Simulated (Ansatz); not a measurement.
HgO (P3₂21, No. 154, 6 atoms in the cell; start mp-1077107; a measured phase of this formula has another space group)

The numbers are results of HSE06 in Ansatz (PAW), not measurements.

Run with plane-wave cutoff 500 eV, 12×12×4 k mesh (along the axes of the cell as run), gaussian smearing 0.02 eV, scalar-relativistic PAW data made under PBE.

Cell (relaxed with PBEsol):

Space group P3₂21 (No. 154); a = 3.6152 Å, b = 3.6152 Å, c = 8.7393 Å, α = 90.00°, β = 90.00°, γ = 120.00°

```
atom  site  symmetry       x       y       z
----  ----  --------  ------  ------  ------
Hg      3a       .2.  0.7661  0.7661  0.0000
O       3b       .2.  0.4504  0.4504  0.5000
```

For HgO (P3₂21, No. 154, 6 atoms in the cell; start mp-1077107; a measured phase of this formula has another space group), the band gap comes out as 2.64 eV (on the SCF k mesh).

Note: cell and atoms aren't relaxed at this level (pressure 1.4 GPa).

Spin–orbit coupling is not included.

Computing time: around 20 core-minutes (rough).

A start named mp-… is a Materials Project structure, which need not be a measured phase.

Ansatz is a program for electronic structure.
